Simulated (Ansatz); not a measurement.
Start from Os in the hcp (Mg type) structure (space group P6_3/mmc, No. 194; a = 2.754 Å, c = 4.347 Å; relaxed with 0.1 eV smearing). Axes: x lies along a and z along c of the hexagonal cell.

All numbers come from PBE, PAW, 420 eV (Ansatz, an electronic-structure program; no spin-orbit coupling).

Base values:

The shortest interatomic distance comes out as 2.693 Å.

One thing is altered: biaxial strain −2.00 %, plane normal [001], relaxed out of plane (Cartesian); in-plane vectors clamped, the third vector and the atoms free.

### Question
What happens to the in-plane stress, shortest interatomic distance and out-of-plane strain?

### Answer
The mean in-plane stress (compression positive) amounts to +18.9 GPa; the shortest interatomic distance remains 2.693 Å; the out-of-plane strain comes out as +1.07 %.

No phonon test of stability was made. The final runs are not spin-polarised.
